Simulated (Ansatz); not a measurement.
NbCuN2 (model structure, started from the TaCuN2 type, R-3m, No. 166, 4 atoms in the cell) was calculated with r²SCAN (plane waves, PAW; Ansatz, a quantum-chemistry and plane-wave program).

Settings: plane-wave cutoff 560 eV, 12×12×12 k mesh, Fermi–Dirac smearing 0.01 eV, no spin polarisation, scalar-relativistic PAW data made under PBE.

Cell (relaxed at this level):

```yaml
crystal:
  lattice:
    - [1.57232, 0.90778, 5.78345]
    - [-1.57232, 0.90778, 5.78345]
    - [0.00000, -1.81556, 5.78345]
  atoms:
    - { symbol: Nb, position: [0.50000, 0.50000, 0.50000] }
    - { symbol: Cu, position: [0.00000, 0.00000, 0.00000] }
    - { symbol: N, position: [0.10576, 0.10576, 0.10576] }
    - { symbol: N, position: [0.89424, 0.89424, 0.89424] }
```

Estimate the band gap, Γ–Γ gap and bulk modulus that the calculation returns.


band gap: 0.46 eV (on the SCF k mesh)
Γ–Γ gap: 2.00 eV
bulk modulus: 208 GPa

Note: the bulk modulus is −V dP/dV from two relaxed cells at ±2 % in volume; the relaxation could raise the start's symmetry but not lower it, so the cell can be a saddle point.

Spin–orbit coupling is not included.

Computed values are for the static lattice.

It cost roughly 6 core-minutes of CPU time.

A model structure was made by putting elements into a prototype or built by hand; it is no filed structure, need not be a known phase, and can be a saddle point held by its symmetry.
